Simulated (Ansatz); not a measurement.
```xyz
2
Lattice="0.0000 0.0000 -3.7992 -1.9875 2.8108 -1.8996 1.9875 2.8108 -1.8996" Properties=species:S:1:pos:R:3 pbc="T T T"
Si     0.0000     2.7978    -3.7992
Si     0.0000     4.2291    -5.6988
```

No spin polarisation.

Level of theory: Ansatz (a quantum-chemistry and plane-wave program), r2SCAN, PAW, cutoff 500 eV, no spin-orbit coupling, earlier PAW set. Settings: 10×10×10 k-points, 0.05 eV Fermi–Dirac smearing.

### Question
Predict the valence-band top at Γ, gap character and electron mass.

### Answer
The valence-band top at Γ (three highest levels, from the VBM) is 0.00, -0.37, -0.38 eV, the gap character is indirect, Γ → Γ–T (80 % along) and the electron mass is 0.94 mₑ along k, 0.19 mₑ across (off the special points).

A biaxial case was relaxed in a doubled cell and then solved in the primitive one. The cells carry an imposed strain or load. Effective masses come from finite differences of ±0.01 Å⁻¹. Along k means along the line from Γ to the band edge. No phonon test of stability was made. The cell was made from Si in the diamond structure (space group Fd-3m, No. 227) by this change: biaxial strain +3.26 %, plane normal [110], relaxed out of plane.
